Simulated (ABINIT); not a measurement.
Worked example: self-consistent single point of RuAl (P1, 2 atoms in the cell) in ABINIT.

Computed with PBEsol, PAW (JTH v2.0 PBE PAW, files made for PBE) (plane waves; ABINIT).

```yaml
crystal:
  lattice:
    - [2.99000, 0.00000, 0.00000]
    - [0.00000, 2.99000, 0.00000]
    - [0.00000, 0.00000, 2.99000]
  atoms:
    - { symbol: Al, position: [0.49754, 0.49206, 0.49458] }
    - { symbol: Ru, position: [0.00246, 0.00794, 0.00542] }
```

Reference input (self-consistent single point, DFT, PBE, plane waves, PAW (JTH v2.0 PBE PAW)): pseudos = [Al.GGA_PBE-JTH.xml, Ru.GGA_PBE-JTH.xml]; ecut = 21 Ha; pawecutdg = 42 Ha; pawxcdev = 0; occopt = 7; tsmear = 0.05 eV; ngkpt = 7 7 7; nshiftk = 1; shiftk = 0 0 0; potentials = JTH v2.0 PBE PAW; nband = 15; kptopt = 1. This run's input differs from it in these lines:

```diff
@@ -18,2 +18,3 @@
 pawxcdev 0
+ixc -116133
 occopt 7
```

Output (repeated stretches shortened):

```
--- !BeginCycle
solver: {iscf: 17, nstep: 60, nline: 4, wfoptalg: 10, }
tolerances: {tolvrs: 1.00E-10, }
...

     iter   Etot(hartree)      deltaE(h)  residm     nres2
 ETOT  1  -95.411081413179    -9.541E+01 1.268E+01 1.440E+01
 ETOT  2  -97.858701524781    -2.448E+00 3.388E-01 6.889E+00
 ETOT  3  -97.841458151730     1.724E-02 1.653E-01 1.925E+00
 ETOT  4  -97.837948591169     3.510E-03 6.538E-02 1.013E+00
 ETOT  5  -97.834447409574     3.501E-03 1.752E-02 4.697E-03
   [... 4 lines left out ...]
 ETOT 10  -97.834493594919     4.240E-09 1.276E-03 2.522E-08
 ETOT 11  -97.834493595062    -1.429E-10 1.107E-03 1.911E-09
 ETOT 12  -97.834493595063    -7.816E-13 1.273E-03 1.994E-10
 ETOT 13  -97.834493595062     1.037E-12 1.214E-03 7.510E-13
 At SCF step   13       nres2   =  7.51E-13 < tolvrs=  1.00E-10 =>converged.

 Cartesian components of stress tensor (hartree/bohr^3)
  sigma(1 1)=  6.63937974E-05  sigma(3 2)= -8.96814067E-06
  sigma(2 2)=  7.40251749E-05  sigma(3 1)= -2.64385227E-06
  sigma(3 3)=  6.96564391E-05  sigma(2 1)= -4.05965709E-06

 ----iterations are completed or convergence reached----

 reduced coordinates (array xred) for    2 atoms
       0.497539000000      0.492057000000      0.494584000000
       0.002461000000      0.007943000000      0.005416000000
 cartesian forces (eV/Angstrom) at end:
    1      0.11469312894019     0.36427053062532     0.25058021835189
    2     -0.11469312894019    -0.36427053062532    -0.25058021835189
 frms,max,avg= 2.6371574E-01 3.6427053E-01   2.965E-05  3.065E-03  1.072E-03 e/A
   [... lines left out ...]
 Fermi (or HOMO) energy (eV) =  11.99812   Average Vxc (eV)= -12.01057
   [... lines left out ...]
'-kT*entropy'       : -1.46979029065259E-04
total_energy        : -9.78344934700917E+01
total_energy_eV     : -2.66221195656333E+03
...

-Cartesian components of stress tensor (GPa)         [Pressure= -2.0602E+00 GPa]
- sigma(1 1)=  1.95337263E+00  sigma(3 2)= -2.63851764E-01
- sigma(2 2)=  2.17789547E+00  sigma(3 1)= -7.77848061E-02
- sigma(3 3)=  2.04936285E+00  sigma(2 1)= -1.19439215E-01

 Calculation completed.
```

The run converged in 13 iterations. Against the reference run the pressure goes from 3.24 to -2.06 GPa and the largest force moves little (0.461 to 0.457 eV/Å).

The starting cell has typed, rounded lattice constants, without a prior relaxation at this level. Its atoms were displaced at random from the sites of space group no. 221. Spin polarisation is off. The potentials were made for another functional than the one used.

Cost on one core of a shared machine: roughly 50 s.
